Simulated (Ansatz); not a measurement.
## CsSnI3, response to strain

The reference is CsSnI3 in the cubic perovskite structure (space group Pm-3m, No. 221; a = 6.225 Å). Axes: x, y, z lie along the cube axes.

Strains are applied to the cell and any free atomic positions relax; under biaxial strain the out-of-plane vector relaxes too; under stress the whole cell relaxes.

All numbers come from DFT with r2SCAN, PAW potentials and a 500 eV plane-wave cutoff in Ansatz (a first-principles code), spin-orbit coupling left out, earlier PAW set.

Only one of these has no band gap. Which?
A) tensor shear ε_yz = −1.15 %
B) biaxial strain +1.55 %, plane normal [111], relaxed out of plane
C) isotropic strain −5.83 %
D) tensor shear ε_xy = −3.72 %
E) uniaxial stress, 0.5 GPa tension along x

C, isotropic strain −5.83 %. Computed: tensor shear ε_yz = −1.15 %: 0.44 eV; isotropic strain −5.83 %: zero; uniaxial stress, 0.5 GPa tension along x: 0.44 eV; tensor shear ε_xy = −3.72 %: 0.39 eV; biaxial strain +1.55 %, plane normal [111], relaxed out of plane: 0.48 eV

The mesh was chosen for an insulator and is coarse for the gapless case. With I present, leaving out spin-orbit coupling can change the band edges. Stability under load was not tested beyond the relaxation. The final runs are not spin-polarised. Many cubic perovskites are stable only at high temperature; tilts and polar distortions were not tested. The zero or small gap of CsSnI3 under isotropic strain −5.83 % can change with the level of theory.
